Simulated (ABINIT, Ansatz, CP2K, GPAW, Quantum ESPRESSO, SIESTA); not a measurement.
**One structure in several programs: NaMg6Si (Amm2, 8 atoms in the cell)**

Self-consistent single point, at a second geometry (lattice scaled by 0.98). First geometry:

```xyz
8
Lattice="5.0192 0.0000 0.0000 0.0000 3.1693 5.5577 0.0000 -3.1693 5.5577" Properties=species:S:1:pos:R:3 pbc="T T T"
Na     2.5096     0.0000     7.4131
Mg     2.5096     1.5943     4.6298
Mg     2.5096    -1.5943     4.6298
Mg     0.0000     1.6186     6.4967
Mg     0.0000    -1.6186     6.4967
Mg     0.0000     0.0000     3.6855
Mg     0.0000     0.0000     9.2807
Si     2.5096     0.0000     1.8294
```

Shared settings, as Ansatz (a first-principles code) writes them: kpoints.mp_grid.grid = 4 3 3; scf.occupations.method = gaussian; scf.occupations.width = 0.01 Ry. Potentials and cutoffs stand in the table.

```tsv
code	model	ΔF from the first geometry (meV/atom)	pressure (GPa)	largest force (eV/Å)	cutoff
GPAW	PBEsol, GPAW PAW datasets PBEsol (made by gpaw-setup)	3.8	1.73	0.184	850 eV
ABINIT	PBEsol, norm-conserving pseudopotentials (PseudoDojo nc-sr-04 PBEsol standard)	4.0	1.75	0.181	44 Ha
CP2K	PBEsol, GPW, DZVP-MOLOPT-SR-GTH basis, GTH-PBE potentials (GTH_POTENTIALS)	14.0	3.30	–	grid 1000 Ry
SIESTA	GGA PBEsol, numerical atomic orbitals DZP, PseudoDojo PBEsol standard norm-conserving potentials (rewritten from UPF to PSML)	24.1	4.52	0.186	grid 400 Ry
Quantum ESPRESSO	PBEsol, GBRV 1.5 ultrasoft (PBESOL) pseudopotentials	3.8	1.73	0.185	40 Ry
Ansatz	PBEsol, PAW files made with PBE	3.7	1.71	0.185	default
```

Size of the force on each atom (eV/Å): Sizes of forces hide their directions.

```tsv
code	Na1	Mg2	Mg3	Mg4	Mg5	Mg6	Mg7	Si8
GPAW	0.008	0.005	0.005	0.184	0.184	0.165	0.043	0.018
ABINIT	0.006	0.004	0.004	0.181	0.181	0.161	0.036	0.017
SIESTA	0.010	0.041	0.041	0.163	0.163	0.186	0.073	0.000
Quantum ESPRESSO	0.008	0.004	0.004	0.185	0.185	0.167	0.042	0.017
Ansatz	0.008	0.004	0.004	0.185	0.185	0.167	0.042	0.017
```

A dash marks a value that a program does not give, or that is left out as unsure.

The spread over the programs that give each value: ΔF from the first geometry within 20.4 meV/atom; pressure within 2.81 GPa; largest force within 0.005 eV/Å.

CP2K and SIESTA use small atom-centred bases, whose incompleteness enters pressures, forces and empty levels differently from a plane-wave cutoff. Ansatz's pressure is given at a fixed set of plane waves, as the other plane-wave codes print theirs. In the pressure, CP2K (by 1.57) and SIESTA (by 2.79) lie more than 1 GPa from the median of the plane-wave programs. In the force vectors, SIESTA (by 0.115) lies more than 0.08 eV/Å from the median of the plane-wave programs.

The shared mesh is coarse (it stands for a supercell whose shortest vector is 19 Å), so the values are not converged in it.

The starting cell comes from a database of computed structures (which also holds hypothetical and non-ambient phases and stackings), without a prior relaxation at this level. For this run, on top of that: lattice scaled by 0.98.

Left out of this page: FLEUR (not drawn, or without a comparable value).

Keys are those of Ansatz 0.2.
